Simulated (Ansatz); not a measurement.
```xyz
3
Lattice="0.0000 2.5616 2.5616 2.5616 0.0000 2.5616 2.5616 2.5616 0.0000" Properties=species:S:1:pos:R:3 pbc="T T T"
Zr     0.0000     0.0000     0.0000
O      1.2808     1.2808     1.2808
O      3.8424     3.8424     3.8424
```

No spin polarisation.

All numbers come from Ansatz (a first-principles code) PBE, no spin-orbit coupling, earlier PAW set. Γ-centred 11×11×11 mesh, Fermi–Dirac width 0.05 eV.

Task: Predict the band gap, gap character, electron mass and smallest direct gap.

Result: The band gap is 3.31 eV and the gap character comes out as indirect, X → Γ. The electron mass (degenerate bands, along [100]) is 0.51, 2.1 mₑ (at Γ) and the smallest direct gap comes out as 3.73 eV.

Load acts through the strain it causes; cell and atoms are relaxed under it. Masses are band curvatures over ±0.01 Å⁻¹ around the edge. Whether these cells are dynamically stable was not tested. The cell was made from ZrO$_{2}$ in the fluorite structure (space group Fm-3m, No. 225) by this change: pressure −1 GPa. This is not the structure that ZrO2 has at room temperature and ambient pressure.
